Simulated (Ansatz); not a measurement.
CO on the 1x1 (111) surface of fcc Cu, one in a 2x2 cell, energies for each (22.8 Å²). Energies are against CO(g), without zero-point or thermal terms; each row is named by its start.

Calculation: PBE (plane waves to 420 eV, PAW; Ansatz, a quantum-chemistry and plane-wave program).

Model: 18-atom slab, 6.2 Å thick at the start under the adsorbate (thin: gaps and levels are the slab's own), 6x6x1 mesh, Fermi-Dirac 0.1 eV, dipole correction, 8 atoms held, the rest relaxed; each run with such symmetry as its start has; no spin, no spin-orbit, no U, no dispersion correction.

A negative adsorption energy means that the adsorbate is more stable on the surface than in its reference. Heights count from the host atoms within 0.3 Å of the top one.

| starting site | E_ads (eV) | height (Å) | nearest host atom (Å) | bonded to | Δ work function (eV) | lateral drift (Å) |
|---|---|---|---|---|---|---|
| top Cu | -0.67 | 1.97 | Cu 1.85 | Cu | -0.07 | 0.0 |
| hollow Cu-Cu-Cu over Cu at depth 2.1 Å | -0.72 | 1.43 | Cu 2.05 | 3 Cu | 0.64 | 0.0 |
| hollow Cu-Cu-Cu over Cu at depth 4.1 Å | -0.75 | 1.44 | Cu 2.05 | 3 Cu | 0.66 | 0.0 |
| bridge Cu-Cu (span 2.6 Å) | -0.75 | 1.44 | Cu 2.05 | 3 Cu | 0.66 | 0.7 |
